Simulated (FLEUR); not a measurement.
Worked example: self-consistent single point of YbAl2 (Fd-3m, 6 atoms in the cell) in FLEUR.

Method of the run: LDA (Perdew-Zunger), all-electron FLAPW (FLEUR), scalar-relativistic valence run with FLEUR.

```yaml
crystal:
  lattice:
    - [0.00000, 3.92553, 3.92553]
    - [3.92553, 0.00000, 3.92553]
    - [3.92553, 3.92553, 0.00000]
  atoms:
    - { symbol: Yb, position: [0.25000, 0.25000, 0.25000] }
    - { symbol: Yb, position: [0.00000, 0.00000, 0.00000] }
    - { symbol: Al, position: [0.62500, 0.12500, 0.62500] }
    - { symbol: Al, position: [0.62500, 0.62500, 0.62500] }
    - { symbol: Al, position: [0.12500, 0.62500, 0.62500] }
    - { symbol: Al, position: [0.62500, 0.62500, 0.12500] }
```

Reference input (self-consistent single point, DFT, PBEsol, all-electron FLAPW (FLEUR), scalar-relativistic valence): Kmax = 4.1 1/bohr; GmaxXC = 14.3 1/bohr; xcFunctional = PBEs; jspins = 1; l_soc = F; mode = hist; fermiSmearingEnergy = 0.00183747 Htr; mesh (inpgen div1-3) = 10 10 10; inpgen gamma flag = true; Gmax = 14.3 1/bohr; numbands = 0; maxIterBroyd = 15. This run's input differs from it in these lines:

```diff
@@ -18,3 +18,3 @@
 &comp jspins=1 /
-&exco xctyp='PBEs' /
+&exco xctyp='pz' /
 &kpt div1=10 div2=10 div3=10 gamma=t /
@@ -31,3 +31,3 @@
       <coreElectrons ctail="T" frcor="F" kcrel="0" coretail_lmax="0"/>
-      <xcFunctional name="PBEs" relativisticCorrections="F"/>
+      <xcFunctional name="pz" relativisticCorrections="F"/>
       <magnetism jspins="1"/>
```

Log, with long lists cut:

```
 Iteration:     1   Distance:     133.10909660 me/bohr^3
 Iteration:     2   Distance:      28.26375892 me/bohr^3
 Iteration:     3   Distance:      22.73600920 me/bohr^3
 Iteration:     4   Distance:      19.66362689 me/bohr^3
 Iteration:     5   Distance:       5.73770230 me/bohr^3
   [... 15 lines left out ...]
 Iteration:    21   Distance:       0.00021794 me/bohr^3
 Iteration:    22   Distance:       0.00053384 me/bohr^3
 Iteration:    23   Distance:       0.00002793 me/bohr^3
 Iteration:    24   Distance:       0.00000533 me/bohr^3
 Run finished successfully
 Stop message:
   Structural relaxation: Done

[file out, last iteration]
             iter=     25
[...]
          total density-effective poten   -4.9931376850E+04
          total charge density-energy d   -6.4272839875E+02
 Updated energy parameters for spin:           1
[...]
 fermi energy and band-weighting factors:

[...]
FERMIE:
          first approx. to ef    (T=0)  :   0.281102 htr   (energy of the highest occ. eigenvalue)
          number of occ. states  (T=0)  :       1414
          first approx. to seigv (T=0)  :  -3.516703 htr
          sum of weights of occ. states :  30.024000
          sum of semicore charge        :   0.000000 e
FERHIS:  Fermi-Energy by histogram:
          bandgap                     :   0.000066 htr
   [... lines left out ...]
          charge neutrality (T=0)     :   0.048000    (zero if the highest occ. eigenvalue is "entirely" occupied)
     EF_NEWTON:  Adjust Fermi-Energy by Newton-Method.
 Direct bandgap for spin            1 :    3.8548201319046349E-003  Htr
 ---->    free energy=                    -29102.3704676551 htr
   [... lines left out ...]
      extrapolation for T->0
 ---->    total electron energy=          -29102.3696202145 htr
 ***** TOTAL FORCES ON ATOMS *****
 TOTAL FORCE FOR ATOM TYPE=  1  X=  1.855   Y=  1.855   Z=  1.855
                       FX_TOT= 0.000000 FY_TOT= 0.000000 FZ_TOT= 0.000000
 TOTAL FORCE FOR ATOM TYPE=  2  X=  3.709   Y=  7.418   Z=  3.709
                       FX_TOT= 0.000000 FY_TOT= 0.000000 FZ_TOT= 0.000000
 Structural relaxation: Done
```

The run converged in 24 iterations. FLEUR gives forces in its relaxation mode, with a further iteration, so its stop message speaks of a relaxation. 

The starting cell comes from a database of computed structures (which also holds hypothetical and non-ambient phases and stackings), without a prior relaxation at this level. Its lattice was rescaled by a random factor within 2.5 % of one. Spin-orbit coupling is off. Spin polarisation is off. Values depend on the basis (sphere radii, cutoffs, local orbitals), which need not be converged. The log's line on a gap gives a spacing of levels on this mesh, which the program prints for metals too.

Cost on one core of a shared machine: roughly 6 min.
